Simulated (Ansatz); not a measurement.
One hop of interstitial Cu in diamond, charge +1 (Cu moves farthest, from the lowest site run), by climbing-image NEB in supercells of different size; the k-point mesh changes with the cell. These are PBE, PAW (plane waves to 420 eV; Ansatz, a quantum-chemistry and plane-wave program) values and carry that method's errors. Static nuclei, no finite-size correction. Saddle orders were checked for a part of the study's bands only and are not shown. Charge states are imposed.

```csv
Cell and mesh,Hop (Å),Neighbours at the saddle,Barrier (eV)
"64 sites, 3×3×3 shifted, single points at the band's geometries",1.55,6 C at 1.73 Å,0.46
"216 sites, 2×2×2 shifted, single points at the band's geometries",1.55,6 C at 1.74 Å,…
```

### Question
What belongs in the gaps?

### Answer

- 216 sites, 2×2×2 shifted, single points at the band's geometries, Barrier (eV): 0.37

From the smallest to the largest cell the barrier changes by -0.09 eV.
